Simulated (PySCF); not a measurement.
PySCF 2.14.0, BP86/def2-svp, df: Te(Me)(OMe) (CO[Te]C), 10 atoms. The geometry is a generated start, not checked to be a minimum at this level.

```
Item                                                Result
-------------------------  -------------------------------
task                                                energy
method                                                bp86
basis                                             def2-svp
two-electron scheme                        density fitting
mol.max_memory                                     3000 MB
mf.max_cycle                                           100
mf.conv_tol                                1e-09 (default)
mf.grids.level                                 3 (default)
effective core potentials  those of the basis set, past Kr
basis functions                                         98
grid points                                         123128
```

```xyz
10

Te    -0.3602    -0.4595     1.6595
C     -1.3784     1.1229     0.5903
H     -2.1871     1.4786     1.2168
H     -1.7793     0.7546    -0.3478
H     -0.6746     1.9255     0.4062
O      1.2841    -0.4114     0.5213
C      1.2589    -0.9930    -0.7545
H      0.5886    -0.4522    -1.4306
H      2.2803    -0.9184    -1.1375
H      0.9675    -2.0470    -0.7236
```

With the defaults (mf.DIIS = CDIIS, mf.diis = true, mf.init_guess = minao, mf.diis_damp = 0, mf.damp = 0, mf.diis_start_cycle = 1, mf.diis_space = 8, mf.level_shift = 0) it converges in 16 Fock builds. One run each on 2 threads, 1 BLAS thread, with these changes:
- mf.DIIS = EDIIS
- mf.diis = false, mf.damp = 0.7, mf.diis_start_cycle = 999
- mf.init_guess = mod_huckel
- mf.init_guess = 1e
- mf.init_guess = atom
- mf.level_shift = 1 Hartree
- mf.diis_space = 5
- mf.diis = false
- mf.diis_damp = 0.3

Task: Which runs fail or end elsewhere than the default run?

Result: No convergence: mf.DIIS = EDIIS; mf.diis = false (the run ends without SCF convergence in 100 cycles). The rest reach the solution of the defaults.

| setting | Fock builds | end |
|---|---|---|
| mf.diis_damp = 0.3 | 14 | same solution |
| mf.init_guess = atom | 14 | same solution |
| the defaults | 16 | same solution |
| mf.diis_space = 5 | 16 | same solution |
| mf.init_guess = mod_huckel | 16 | same solution |
| mf.init_guess = 1e | 18 | same solution |
| mf.diis = false, mf.damp = 0.7, mf.diis_start_cycle = 999 | 27 | same solution |
| mf.level_shift = 1 Hartree | 56 | same solution |
| mf.DIIS = EDIIS | 101 | no convergence |
| mf.diis = false | 101 | no convergence |
